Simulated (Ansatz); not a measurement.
Formation energy of the bound charge states of F on the O site (F_O) in alpha quartz (start: the O site; 72-site cell, 2×2×2 Γ-centred sampling) against the Fermi level, Si-rich (Δμ(O) = -4.16 eV, Δμ(F) = -3.91 eV, bounded by SiF4 molecule; only phases computed here count, gases as isolated molecules at 0 K). Level of theory: PBE, PAW (plane waves to 420 eV; Ansatz, a program for electronic structure).

Details: 72-site cell; 2×2×2 Γ-centred k-points; host gap 5.68 eV; charged states image-corrected; finite-size errors of tenths of an eV; flagged in the runs: a host whose relaxation on this sampling wasn't shown to rest, a strain field that reaches the edge of the cell.

```
E_F − E_VBM (eV)  q = +1  q = 0  q = −1
----------------  ------  -----  ------
0.00               -1.60   2.60    6.11
0.71               -0.89   2.60    5.40
1.42               -0.18   2.60    4.69
2.13                0.53   2.60    3.98
2.84                1.24   2.60    3.27
3.55                1.95   2.60    2.56
4.26                2.66   2.60    1.85
4.97                3.37   2.60    1.14
5.68                4.08   2.60    0.43
```

Crossings of the lowest lines: (+1/−1) at 3.86 eV.
